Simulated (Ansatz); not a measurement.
The reference is BeS in the zinc blende structure (space group F-43m, No. 216; a = 4.838 Å). Axes: x, y, z lie along the cube axes.

Level of theory: PBEsol (Ansatz, a program for electronic structure; PAW; 420 eV plane waves; no spin-orbit coupling).

Before the change:

| Property | Value |
|---|---|
| Band gap | 2.91 eV |
| Smallest direct gap | 5.54 eV |
| Valence-band top at Γ | 0.00, 0.00, 0.00 eV |

It is then changed as follows: biaxial strain −2.00 %, plane normal [001], relaxed out of plane (Cartesian); in-plane vectors clamped, the third vector and the atoms free.

**Question.** Estimate the effect on the band gap, out-of-plane strain, smallest direct gap and valence-band top at Γ.

**Answer.** The band gap decreases by 0.22 eV (2.91 eV → 2.69 eV); the out-of-plane strain is +1.60 %; the smallest direct gap shrinks by 0.10 eV, from 5.54 eV to 5.44 eV; the valence-band top at Γ (three highest levels, from the VBM) goes from 0.00, 0.00, 0.00 eV to 0.00, 0.00, -0.21 eV.

Stability against distortions was not tested.
